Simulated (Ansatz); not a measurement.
**Al, response to strain**

Start from Al in the fcc (Cu type) structure (space group Fm-3m, No. 225; relaxed with 0.1 eV smearing).

```yaml
crystal:
  lattice:
    - [0.00000, 1.99618, 1.99618]
    - [1.99618, 0.00000, 1.99618]
    - [1.99618, 1.99618, 0.00000]
  atoms:
    - { symbol: Al, position: [0.00000, 0.00000, 0.00000] }
```

Cartesian axes are those of the cell as printed.

Strains are applied to the cell and any free atomic positions relax; under biaxial strain the out-of-plane vector relaxes too.

The values are results of r2SCAN (Ansatz, a program for electronic structure), without spin-orbit coupling, earlier PAW set, not measurements.

Candidates:
(a) biaxial strain −4.86 %, plane normal [111], relaxed out of plane
(b) uniaxial strain ε_yy = +0.64 %
(c) strain tensor (xx, yy, zz, yz, xz, xy) = (−1.19, +0.86, +0.92, +1.00, +0.14, −0.51) %

Notes on the quantities. energy relative to the base: free energy F.

### Question
Order them by energy relative to the base, highest first.

### Answer
(a) biaxial strain −4.86 %, plane normal [111], relaxed out of plane (+50 meV/atom), (c) strain tensor (xx, yy, zz, yz, xz, xy) = (−1.19, +0.86, +0.92, +1.00, +0.14, −0.51) % (+2.1 meV/atom), (b) uniaxial strain ε_yy = +0.64 % (+0.3 meV/atom)

Stability against distortions was not tested.
